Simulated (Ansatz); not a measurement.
Input:

End structure of H on the 1x1 (111) surface of fcc Pt, one in a 1x1 cell, started at the site 'hollow Pt-Pt-Pt over Pt at depth 2.3 Å':

```yaml
crystal:
  lattice:
    - [2.80721, 0.00000, 0.00000]
    - [-1.40361, 2.43112, 0.00000]
    - [0.00000, 0.00000, 26.00000]
  atoms:
    - { symbol: Pt, position: [0.33333, 0.66667, 0.36788] }
    - { symbol: Pt, position: [0.66667, 0.33333, 0.45641] }
    - { symbol: Pt, position: [0.00000, 0.00000, 0.54455] }
    - { symbol: Pt, position: [0.33333, 0.66667, 0.63671] }
    - { symbol: H, position: [0.00000, 0.00000, 0.67154] }
```

Model: 5-atom slab, 6.9 Å thick at the start under the adsorbate (thin: gaps and levels are the slab's own), 12x12x1 mesh, Fermi-Dirac 0.1 eV, dipole correction, 2 atoms held, the rest relaxed; held to the start's symmetry, so lower structures may exist; no spin, no spin-orbit, no U, no dispersion correction. At the end it is bonded to 3 Pt. In PBE this state lies 0.06 eV over the lowest of the starts that converged ('hollow Pt-Pt-Pt over Pt at depth 4.6 Å').

A negative adsorption energy means that the adsorbate is more stable on the surface than in its reference.

Q: Give the work function of the top face at the level PBE (Ansatz, an electronic-structure program).

A: 5.15 eV

Q: Estimate the adsorption energy against ½ H2(g) that PBE returns for this input.

A: -0.33 eV

Q: What change of the step from the bottom to the top vacuum level, against the clean slab does PBE give?

A: -0.51 eV

Q: Give the change of the work function at the level PBE.

A: -0.52 eV
